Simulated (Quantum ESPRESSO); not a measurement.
```
ZrNi
1.0
    1.63125     5.02112     0.00000
   -1.63125     5.02112     0.00000
    0.00000     0.00000     4.03723
Zr Ni
2 2
Direct
  0.36217   0.36217   0.75000
  0.63783   0.63783   0.25000
  0.08317   0.08317   0.75000
  0.91683   0.91683   0.25000
```

Method: LDA (PZ), GBRV 1.5 ultrasoft (LDA) pseudopotentials (plane waves; Quantum ESPRESSO 7.5).

The set-up and first iterations of a Quantum ESPRESSO log for ZrNi (Cmcm, 4 atoms in the cell):

```
     G-vector sticks info
     --------------------
     sticks:   dense  smooth     PW     G-vecs:    dense   smooth      PW
     Sum        1863     923    291                60271    21273    3825

     bravais-lattice index     =            9
     lattice parameter (alat)  =       6.1653  a.u.
     unit-cell volume          =     446.3058 (a.u.)^3
     number of atoms/cell      =            4
     number of atomic types    =            2
     number of electrons       =        60.00
     number of Kohn-Sham states=           36
     kinetic-energy cutoff     =      50.0000  Ry
     charge density cutoff     =     400.0000  Ry
     scf convergence threshold =      1.0E-10
     mixing beta               =       0.7000
     number of iterations used =            8  plain     mixing
     Exchange-correlation=  SLA  PZ   NOGX NOGC
                           (   1   1   0   0   0   0   0)

     crystal axes: (cart. coord. in units of alat)
   [... lines left out ...]
                                                       0.980   0.980

     atomic species   valence    mass     pseudopotential
     Zr               12.00    91.22400     Zr( 1.00)
     Ni               18.00    58.69340     Ni( 1.00)

      8 Sym. Ops., with inversion, found ( 4 have fractional translation)

   Cartesian axes

     site n.     atom                  positions (alat units)
         1        Zr     tau(   1) = (  -0.5000000  -0.4242506  -0.3093653  )
         2        Zr     tau(   2) = (  -0.5000000   0.4242506  -0.9280960  )
         3        Ni     tau(   3) = (  -0.5000000  -1.2830327  -0.3093653  )
         4        Ni     tau(   4) = (  -0.5000000   1.2830327  -0.9280960  )

     number of k points=    39  Gaussian smearing, width (Ry)=  0.0200
                       cart. coord. in units 2pi/alat
        k(    1) = (   0.0000000   0.0000000   0.0000000), wk =   0.0111111
        k(    2) = (   0.0000000   0.0000000   0.1616212), wk =   0.0222222
        k(    3) = (   0.0000000   0.0000000   0.3232424), wk =   0.0222222
   [... 36 lines left out ...]

     Dense  grid:    60271 G-vectors     FFT dimensions: (  64,  64,  50)

     Smooth grid:    21273 G-vectors     FFT dimensions: (  45,  45,  36)

     Initial potential from superposition of free atoms

     starting charge      55.9964, renormalised to      60.0000

     negative rho (up, down):  1.284E-01 0.000E+00
     Self-consistent Calculation

     iteration #  1     ecut=    50.00 Ry     beta= 0.70

     negative rho (up, down):  1.100E-01 0.000E+00

     total energy              =    -821.08528009 Ry
     estimated scf accuracy    <      86.87600641 Ry

     iteration #  2     ecut=    50.00 Ry     beta= 0.70

     negative rho (up, down):  9.674E-02 0.000E+00

     total energy              =    -868.64785871 Ry
     estimated scf accuracy    <     241.59921209 Ry

     iteration #  3     ecut=    50.00 Ry     beta= 0.70

     negative rho (up, down):  1.149E-01 0.000E+00

     total energy              =    -886.79306648 Ry
     estimated scf accuracy    <      35.07461877 Ry
```

**Question.** Will this run converge, and how will it end?

**Answer.** The run converged in 28 iterations. Its thresholds were met; that alone does not show that basis and mesh suffice. It ends on: free energy E − TS -12042.8573 eV; Fermi level (on the code's own zero) 15.60 eV; pressure -7.49 GPa; largest force (vector length) 0.126 eV/Å. The log goes on:

```
   [... 23 blocks of this kind left out ...]

     iteration # 27     ecut=    50.00 Ry     beta= 0.70

     negative rho (up, down):  1.225E-01 0.000E+00

     total energy              =    -885.13368298 Ry
     estimated scf accuracy    <          1.1E-10 Ry

     iteration # 28     ecut=    50.00 Ry     beta= 0.70

     negative rho (up, down):  1.225E-01 0.000E+00
     End of self-consistent calculation

     the Fermi energy is    15.6022 ev

!    total energy              =    -885.13368298 Ry
     estimated scf accuracy    <          5.3E-12 Ry
     smearing contrib. (-TS)   =      -0.00765741 Ry
     internal energy E=F+TS    =    -885.12602557 Ry

     convergence has been achieved in  28 iterations

     negative rho (up, down):  1.225E-01 0.000E+00

     Forces acting on atoms (cartesian axes, Ry/au):

     atom    1 type  1   force =     0.00000000    0.00059339    0.00000000
     atom    2 type  1   force =    -0.00000000   -0.00059339    0.00000000
     atom    3 type  2   force =     0.00000000   -0.00491494    0.00000000
     atom    4 type  2   force =    -0.00000000    0.00491494    0.00000000

     Total force =     0.007001     Total SCF correction =     0.000011

     negative rho (up, down):  1.225E-01 0.000E+00
          total   stress  (Ry/bohr**3)                   (kbar)     P=      -74.92
  -0.00044908  -0.00000000   0.00000000          -66.06       -0.00        0.00
   0.00000000  -0.00057509   0.00000000            0.00      -84.60        0.00
   0.00000000   0.00000000  -0.00050373            0.00        0.00      -74.10

   JOB DONE.
```

For comparison: a first run was changed to give this one (K_POINTS: automatic 7 7 5 0 0 0 → automatic 6 6 5 0 0 0), and from it to this one the free energy goes down by 1.9 meV/atom, the pressure moves little (-7.50 to -7.49 GPa) and the largest force goes from 0.116 to 0.126 eV/Å.

The starting cell comes from a database of computed structures (which also holds hypothetical and non-ambient phases and stackings), without a prior relaxation at this level. Spin polarisation is off. With a pressure of about -7 GPa the cell is away from its equilibrium volume at this level.

The run was DFT, LDA (PZ), plane waves, GBRV 1.5 ultrasoft (LDA) pseudopotentials. Main settings of its input:

- ecutwfc = 50 Ry
- ecutrho = 400 Ry
- occupations = smearing
- smearing = gaussian
- degauss = 0.019992 Ry
- potentials = {Zr: zr_lda_v1.uspp.F.UPF, Ni: ni_lda_v1.4.uspp.F.UPF}
- K_POINTS = automatic 6 6 5 0 0 0
- conv_thr = 1e-10 Ry
- mixing_beta = 0.7
